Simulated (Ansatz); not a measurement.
Si (diamond structure), Σ9 (221) [1-10] symmetric tilt. One Al atom replaces one Si atom in a bicrystal of 48 atoms (one solute to 45 Å² of one boundary, a high coverage); atoms relaxed, cell held. Energies count from the site farthest from both boundaries, which lies only 5.4 Å away; negative means that the solute is drawn to the site. The cell is neutral, and spin is allowed where the electrons are odd. k-points: Γ-centred 2×6×1 mesh; occupations: Fermi-Dirac, 0.050 eV; spin-polarised, moments started parallel. Scalar-relativistic, no spin-orbit coupling.

Sites tried, by distance from the nearest boundary plane (Å): 0.20, 0.72, 1.14, 2.13.

### Question
Does Al segregate by Ansatz (a program for electronic structure) with PBE, and with what energy at each site?

### Answer
0.20 Å: -0.14 eV; 0.72 Å: -0.14 eV; 1.14 Å: -0.15 eV; 2.13 Å: -0.08 eV. The most favoured site tried binds it by 0.15 eV.
